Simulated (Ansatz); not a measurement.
Output of an Ansatz run (abridged):

```
WARN basis.ecutwfc = 420 eV, the default
WARN ansatz: RAYON_NUM_THREADS=1 ignored (pool sized by the plan → 1); use --threads N
Pseudopotentials: kind: paw
Pseudopotential: Na, paw, valence charge 9
Pseudopotential: Zn, paw, valence charge 12
Pseudopotential: Cl, paw, valence charge 7
Crystal: 5 atoms, lattice volume = 100.217 Å³
Basis set: ecut = 420 eV, 1935 PW (Γ), exchange–correlation on 64×64×64 points (8 copies of the dense FFT grid, shifted against one another)
Bands: 26, of which v1, the nominal top of the filled ones, is band 21 counted from 1 (20 counted from 0)
Symmetry: 48 space group operations
Space group: Pm-3m (ITA 221), of the structure as read, at distance tolerance 4.6e-5 Å
k-points: 20 of 216
Initial density: superposition of atomic densities (neutral atoms: chi_scale 0, normalization atom), corrected by the library's trained network
Initial wavefunctions: pseudopotential atomic-orbital guess
Eigensolver: davidson
Functional: x = pbe(κ = 0.804, μ = 0.2195149727645171), c = pbe(β = 0.06672455060314922)
SCF iter   1: F=—  HF=-8049.685917 eV  |F-HF|=—  |Δ(HF+E_count)|=         —  Δρ=9.99e-4  dr2=9.67e-4  ethr=1.77e-3  ⟨swp⟩=7.0  Hψ=2555  notcnv=0
all-band conjugate gradients solve this SCF's bands
preconditioner: auto → Resta (q_TF=auto, 2.360 Å⁻¹)
SCF iter   2: F=—  HF=-8049.685242 eV  |F-HF|=—  |Δ(HF+E_count)|=   6.75e-4  S|Δr|=    0.00e0  Δρ=3.70e-4  dr2=1.53e-4  ethr=2.30e-6  ⟨swp⟩=2.0  Hψ=1065  notcnv=0
SCF iter   3: F=—  HF=-8049.685196 eV  |F-HF|=—  |Δ(HF+E_count)|=   4.61e-5  S|Δr|=    0.00e0  Δρ=2.63e-4  dr2=8.12e-5  ethr=3.64e-7  ⟨swp⟩=2.0  Hψ=719  notcnv=0
SCF iter   4: F=—  HF=-8049.685186 eV  |F-HF|=—  |Δ(HF+E_count)|=   9.95e-6  S|Δr|=    0.00e0  Δρ=6.16e-5  dr2=4.94e-6  ethr=1.93e-7  ⟨swp⟩=2.0  Hψ=774  notcnv=0  defer=2
SCF iter   5: F=—  HF=-8049.685186 eV  |F-HF|=—  |Δ(HF+E_count)|=   4.85e-7  S|Δr|=    0.00e0  Δρ=2.58e-5  dr2=9.68e-7  ethr=1.18e-8  ⟨swp⟩=2.0  Hψ=794  notcnv=0  defer=2
SCF iter   6: F=-8049.685186 eV  HF=-8049.685186 eV  |F-HF|=1.43e-8  |Δ(HF+E_count)|=   1.80e-7  S|Δr|=    0.00e0  Δρ=5.26e-6  dr2=4.34e-8  ethr=2.38e-10  ⟨swp⟩=6.7  Hψ=2801  notcnv=0
SCF 1 converged in 6 iterations: F = -8049.685186 eV  dr2 = 4.34e-8
SCF converged after 6 iterations
Stability not checked (fill_not_monotonic)
Free energy (F): -8049.685186 eV
Harris-Foulkes:  -8049.685186 eV  (|F-HF|=1.43e-8)
Internal energy: -8049.685186 eV  (E = F + TS)
E sigma→0 (E₀):  -8049.685186 eV
Fermi energy:    5.078580 eV
Step filling:    the computed levels leave a gap of 1.7988 eV = 36.0 smearing widths
--- Per-component energies (eV) ---
  E_band       = -244.865839
  E_kinetic    = 743.103379
  E_local      = -4004.399151  (includes V_loc(G=0)·N_el)
  E_nonlocal   = 819.877003
  E_hartree    = 1551.460567
  E_xc         = -500.128188
  E_vxc        = -471.824918  (∫ρ·V_xc dr)
  E_paw        = -4073.366845  (= ΣΔE_a)
  E_vpaw       = -434.534996  (= ΣTr[D̂ρ^β])
  E_aug_tail   = -0.000112  (compensation charges beyond the density's cutoff)
  E_ewald      = -2586.231838
  E_smearing   = 0.000000  (= −TS)
  E_closure    = -0.000000  (closes the sum)
  Σ components = -8049.685186   (vs F -8049.685186, Δ=0.00e0)
--- Forces (eV/Å), atoms counted from 1 ---
  atom   1  Na     0.00000000     0.00000000     0.00000000
   [... zero for the other atoms too ...]
  max |Σ_I F_I| component: 3.83e-29 eV/Å
--- Stress (GPa, compression-positive) ---
        9.182976       0.000000       0.000000
        0.000000       9.182976       0.000000
        0.000000       0.000000       9.182976
  P = ⅓ Tr σ = 9.1830 GPa (91.830 kbar)
  The stress holds the Pulay correction. Without it, at fixed plane waves, as pw.x and ABINIT print it: P = 9.1427 GPa
--- Band table (eV; the first three rows and the last of 20) ---
  k-point 0: bands = ["-46.6813", "-18.5864", "-18.5864", "-18.5864", "-10.9616", "-9.4840", "-9.4840", "-1.2979", "-1.2979", "-1.2979", "-1.0025", "-1.0025", "-0.3084", "-0.3084", "-0.3084", "2.8229", "2.8229", "2.8229", "3.1768", "3.1768", [...]
  k-point 1: bands = ["-46.6813", "-18.5869", "-18.5863", "-18.5863", "-10.8801", "-9.5576", "-9.4797", "-1.5225", "-1.3311", "-1.3311", "-1.2975", "-1.0021", "-0.2181", "-0.2181", "0.2096", "2.7359", "2.7658", "2.7658", "2.7847", "3.1192", [...]
  k-point 2: bands = ["-46.6813", "-18.5881", "-18.5862", "-18.5862", "-10.6745", "-9.7490", "-9.4713", "-2.0638", "-1.3872", "-1.3872", "-1.2966", "-1.0013", "-0.0339", "-0.0339", "0.8325", "2.0807", "2.5715", "2.5852", "2.5852", "3.0620", [...]
  k-point 19: bands = ["-46.6813", "-18.5877", "-18.5877", "-18.5877", "-9.8304", "-9.8304", "-9.8304", "-2.9352", "-2.1575", "-2.1575", "-1.6020", "-1.6020", "-1.6020", "1.2098", "1.2098", "1.2098", "3.8833", "3.8833", "3.8833", "4.1434", "4.1434", [...]
```

The structure:

```
CELL_PARAMETERS angstrom
      4.64494     0.00000     0.00000
      0.00000     4.64494     0.00000
      0.00000     0.00000     4.64494
ATOMIC_POSITIONS crystal
  Na 0.00000 0.00000 0.00000
  Zn 0.50000 0.50000 0.50000
  Cl 0.00000 0.50000 0.50000
  Cl 0.50000 0.50000 0.00000
  Cl 0.50000 0.00000 0.50000
```

Write an input that gives this output.

Other spellings and defaults could give the same log, and not every line can be read from it. The input that was run (DFT, PBE, plane waves, default PAW files):

Ansatz 0.2 input:
```yaml
# NaZnCl3
crystal:
  lattice:
    - [4.644937, 0.000000, 0.000000]
    - [0.000000, 4.644937, 0.000000]
    - [0.000000, 0.000000, 4.644937]
  atoms:
    - { symbol: Na, position: [0.000000, 0.000000, 0.000000] }
    - { symbol: Zn, position: [0.500000, 0.500000, 0.500000] }
    - { symbol: Cl, position: [0.000000, 0.500000, 0.500000] }
    - { symbol: Cl, position: [0.500000, 0.500000, 0.000000] }
    - { symbol: Cl, position: [0.500000, 0.000000, 0.500000] }
kpoints:
  mp_grid: { grid: [6, 6, 6] }
hamiltonian:
  xc: pbe
  pseudopotentials: { kind: paw }
scf:
  occupations: { method: cold, width: 0.05 }
output:
  forces: true
  eigenvalues: true
  stress: true
```

The starting cell was generated: these elements placed on a structure prototype, without a prior relaxation; it need not be a known phase or ordering of this composition. With a pressure of about 9 GPa the cell is away from its equilibrium volume at this level. Ansatz's pressure includes its estimate of the finite-basis (Pulay) stress.

Ansatz is a program for electronic structure.
